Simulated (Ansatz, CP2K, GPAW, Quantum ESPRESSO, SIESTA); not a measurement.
## ZnCu2SnS4 (I-4, 8 atoms in the cell) computed with different codes at matched settings

Self-consistent single point.

```yaml
crystal:
  lattice:
    - [-2.71380, 2.71380, 5.42853]
    - [2.71380, -2.71380, 5.42853]
    - [2.71380, 2.71380, -5.42853]
  atoms:
    - { symbol: Zn, position: [0.75000, 0.25000, 0.50000] }
    - { symbol: Cu, position: [0.00000, 0.00000, 0.00000] }
    - { symbol: Cu, position: [0.25000, 0.75000, 0.50000] }
    - { symbol: Sn, position: [0.50000, 0.50000, 0.00000] }
    - { symbol: S, position: [0.36432, 0.37124, 0.47758] }
    - { symbol: S, position: [0.62876, 0.10634, 0.99308] }
    - { symbol: S, position: [0.89366, 0.88674, 0.52242] }
    - { symbol: S, position: [0.11326, 0.63568, 0.00692] }
```

Shared settings, as Ansatz (a first-principles code) writes them: kpoints.mp_grid.grid = 4 4 4; scf.occupations.method = fermi_dirac; scf.occupations.width = 0.1 eV. Potentials and cutoffs stand in the table.

| code | model | pressure (GPa) | largest force (eV/Å) | cutoff |
|---|---|---|---|---|
| Ansatz | PBEsol, PAW files made with PBE | -2.03 | 0.213 | default |
| CP2K | PBEsol, GPW, DZVP-MOLOPT-SR-GTH basis, GTH-PBE potentials (GTH_POTENTIALS) | -0.35 | 0.444 | grid 600 Ry |
| SIESTA | GGA PBEsol, numerical atomic orbitals TZP, PseudoDojo PBEsol standard norm-conserving potentials (rewritten from UPF to PSML) | -1.03 | 0.302 | grid 400 Ry |
| Quantum ESPRESSO | PBEsol, PSlibrary PAW (PBE) pseudopotentials | -2.39 | 0.243 | 55 Ry |
| GPAW | PBEsol, GPAW PAW datasets PBEsol (made by gpaw-setup) | -1.80 | 0.125 | 800 eV |

On Ansatz's run: spin polarisation is off.

The spread over the programs that give each value: pressure within 2.04 GPa; largest force within 0.319 eV/Å.

CP2K and SIESTA use small atom-centred bases, whose incompleteness enters pressures, forces and empty levels differently from a plane-wave cutoff. Ansatz's pressure is given at a fixed set of plane waves, as the other plane-wave codes print theirs; with its correction for the finite basis it is -1.97 GPa. In the pressure, CP2K (by 1.68) and SIESTA (by 1.00) lie more than 1 GPa from the median of the plane-wave programs. In the force vectors, CP2K (by 0.241), SIESTA (by 0.109) and GPAW (by 0.099) lie more than 0.08 eV/Å from the median of the plane-wave programs.

The starting cell comes from a database of computed structures (which also holds hypothetical and non-ambient phases and stackings), without a prior relaxation at this level. Its lattice was rescaled by a random factor within 2.5 % of one.

Keys are those of Ansatz 0.2.
